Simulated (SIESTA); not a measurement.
Checking a run of SIESTA on SbPb₃S₄ (Pm, 8 atoms in the cell). The aim is a self-consistent single point with DFT, LDA PW92, numerical atomic orbitals TZP, PseudoDojo LDA standard norm-conserving potentials (rewritten from UPF to PSML).

Cell that was meant: a = 4.2115 Å, b = 4.2734 Å, c = 17.5511 Å, α = 90.00°, β = 93.56°, γ = 90.00°.

Part of the input:

```
PAO.EnergyShift              0.01 Ry
MeshCutoff                   300 Ry
%block kgrid.MonkhorstPack
    1   0   0  0.5
    0   1   0  0.5
    0   0   1  0.5
%endblock kgrid.MonkhorstPack
OccupationFunction           FD
```

Log, with long lists cut:

```
reinit: Reading from file input.fdf

reinit: System Name: SbPb3S4
reinit: System Label: sbpb3s4

   [... lines left out ...]
        0.000000    4.273390    0.000000
       -1.088379    0.000000   17.517361

outcell: Cell vector modules (Ang)   :    4.211540    4.273390   17.551140
outcell: Cell angles (23,13,12) (deg):     90.0000     93.5553     90.0000
outcell: Cell volume (Ang**3)        :    315.2696
new_DM -- step:     1
Initializing Density Matrix...

Attempting to read DM from file... Failed...
DM filled with atomic data:

InitMesh: MESH = 48 x 48 x 192 = 442368
InitMesh: Mesh cutoff (required, used) =   300.000   332.022 Ry

stepf: Fermi-Dirac step function
        iscf     Eharris(eV)        E_KS(eV)     FreeEng(eV)     dDmax    Ef(eV) dHmax(eV)
   scf:    1    -9448.150344    -9420.026349    -9420.193868  1.325349 -1.510472  6.815734
   scf:    2    -9421.568043    -9420.902408    -9421.064359  0.036523 -1.673015  4.411072
   scf:    3    -9421.741799    -9421.379815    -9421.562123  0.044208 -1.806868  2.674861
   scf:    4    -9421.682459    -9421.569629    -9421.791751  0.051571 -1.905610  1.336469
   scf:    5    -9421.692460    -9421.644788    -9421.856027  0.027095 -1.899038  1.044883
   [... 7 lines left out ...]
   scf:   13    -9421.673462    -9421.673349    -9421.898610  0.000477 -1.947639  0.003970
   scf:   14    -9421.673382    -9421.673366    -9421.898611  0.000117 -1.947753  0.002425
   scf:   15    -9421.673358    -9421.673362    -9421.898612  0.000167 -1.947876  0.000405
   scf:   16    -9421.673357    -9421.673360    -9421.898612  0.000010 -1.947830  0.000250
SCF Convergence by DM+H criterion
max |DM_out - DM_in|         :     0.0000098267
max |H_out - H_in|      (eV) :     0.0002503898
SCF cycle converged after 16 iterations

Using DM_out to compute the final energy and forces

siesta: E_KS(eV) =            -9421.6734

siesta: E_KS - E_eggbox =     -9421.6734

siesta: Atomic forces (eV/Ang):
     1    0.819050   -0.000000    3.224278
     2   -0.394454   -0.000000   -0.743767
     3    0.148763   -0.000000    0.718183
     4   -0.641137   -0.000000    0.415198
     5    0.565922   -0.000000   -1.277068
     6   -0.902466    0.000000    1.134736
     7    0.277860   -0.000000    1.212607
     8    0.122919   -0.000000   -4.686043
   Tot   -0.003543   -0.000000   -0.001876
   Max    4.686043
   [... lines left out ...]
siesta: FreeEng =     -9421.898612
siesta: Cell volume =        315.269632 Ang**3
siesta:        -130.92041826       -153.83891144  kBar
   [... lines left out ...]

mulliken: Qtot =       81.000

Mulliken Atomic Populations:
Atom #   charge [q] valence [e]  Species
     1    -0.116010   15.116010  Sb
     2    -0.352994   14.352994  Pb
     3    -0.407769   14.407769  Pb
     4    -0.530677   14.530677  Pb
     5     0.386290    5.613710  S
     6     0.328937    5.671063  S
     7     0.364427    5.635573  S
     8     0.327794    5.672206  S
 Total    -0.000000
```

Question: Is this run sound? If not, what is wrong?

Answer: The run is not sound. The fault is a single k-point for a small metallic cell. One k-point cannot sample the Fermi surface of a small cell. To fix it, use a converged k-point mesh. The run converged in 16 iterations without an error; against the sound input the free energy drops by 2.07 eV/atom, the pressure goes from -3.10 to -13.09 GPa and the largest force goes from 0.602 to 4.688 eV/Å.

The sound input it was made from differs as follows (other fixes are possible):
```diff
-    1   0   0  0.5
-    0   1   0  0.5
+    4   0   0  0.5
+    0   4   0  0.5
```

With that input, the run converged in 14 iterations: free energy E − TS -9405.3553 eV; Fermi level (on the code's own zero) -3.33 eV; pressure -3.10 GPa; largest force (vector length) 0.602 eV/Å (DFT, LDA PW92, numerical atomic orbitals TZP, PseudoDojo LDA standard norm-conserving potentials (rewritten from UPF to PSML)).

On the sound input: the starting cell comes from a database of computed structures (which also holds hypothetical and non-ambient phases and stackings), without a prior relaxation at this level. Values carry the incompleteness of an atom-centred basis. With a pressure of about -3 GPa the cell is away from its equilibrium volume at this level. Without a gap this mesh is coarse (it stands for a supercell whose shortest vector is 17 Å).
